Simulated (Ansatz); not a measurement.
**How a calculation on ScB (I4_1md, 4 atoms in the cell) responds to its settings**

```yaml
crystal:
  lattice:
    - [-1.55047, 1.55047, 5.24913]
    - [1.55047, -1.55047, 5.24913]
    - [1.55047, 1.55047, -5.24913]
  atoms:
    - { symbol: Sc, position: [0.75000, 0.75000, 0.00000] }
    - { symbol: Sc, position: [0.50000, 0.00000, 0.50000] }
    - { symbol: B, position: [0.16600, 0.16600, 0.00000] }
    - { symbol: B, position: [0.91600, 0.41600, 0.50000] }
```

Base run A: LDA (PW92), default PAW files made with PBE (Ansatz, a first-principles code), self-consistent single point.

Its settings: kpoints.mp_grid.grid = 8 8 8; hamiltonian.xc = lda; hamiltonian.pseudopotentials = {kind: paw} (the program's default PAW files); scf.occupations.method = methfessel_paxton; scf.occupations.width = 0.05 eV.

The starting cell was generated: these elements placed on a structure prototype, without a prior relaxation; it need not be a known phase or ordering of this composition. In the base run, with a pressure of about 19 GPa the cell is away from its equilibrium volume at this level. Ansatz's pressure includes its estimate of the finite-basis (Pulay) stress.

ΔF is the free energy per atom less that of run A. 

```
run  kpoints.mp_grid.grid, scf.occupations.width  ΔF (meV/atom)  pressure (GPa)  largest force (eV/Å)  TS (meV/atom)  k-points
---  -------------------------------------------  -------------  --------------  --------------------  -------------  --------
A                                 8 8 8, 0.05 eV           0.00           19.40                 0.755           -0.1        59
B                                 6 6 6, 0.03 eV           -2.6           19.38                 0.701            0.2        30
C                                  6 6 6, 0.1 eV           -3.0           19.41                 0.692            0.7        30
D                                  6 6 6, 0.3 eV           -4.8           19.42                 0.678            1.8        30
E                                 7 7 7, 0.03 eV           0.15           19.62                 0.706            0.1        40
F                                  7 7 7, 0.1 eV           0.02           19.58                 0.701            0.4        40
G                                  7 7 7, 0.3 eV          -1.26           19.49                 0.707            2.1        40
H                                 8 8 8, 0.03 eV          -0.05           19.39                 0.757            0.0        59
I                                  8 8 8, 0.1 eV          -0.17           19.44                 0.752            0.6        59
J                                  8 8 8, 0.3 eV          -1.08           19.49                 0.723            2.6        59
K                              10 10 10, 0.03 eV          -1.05           19.36                 0.722            0.0       102
L                               10 10 10, 0.1 eV          -1.24           19.38                 0.727            0.3       102
M                               10 10 10, 0.3 eV           -2.2           19.43                 0.706            2.6       102
```

Run G against A: The free energy goes down by 1.3 meV/atom, the pressure stays near 19.49 GPa while the zz stress (positive for compression) goes from 15.70 to 17.28 GPa and the largest force goes from 0.755 to 0.707 eV/Å.

Run M against A: The free energy falls by 2.2 meV/atom, the pressure stays near 19.43 GPa while the zz stress (positive for compression) goes from 15.70 to 17.21 GPa and the largest force goes from 0.755 to 0.706 eV/Å.

Run L against A: The free energy goes down by 1.2 meV/atom, the pressure stays near 19.38 GPa while the zz stress (positive for compression) goes from 15.70 to 16.50 GPa and the largest force goes from 0.755 to 0.727 eV/Å.

Keys are those of Ansatz 0.2.
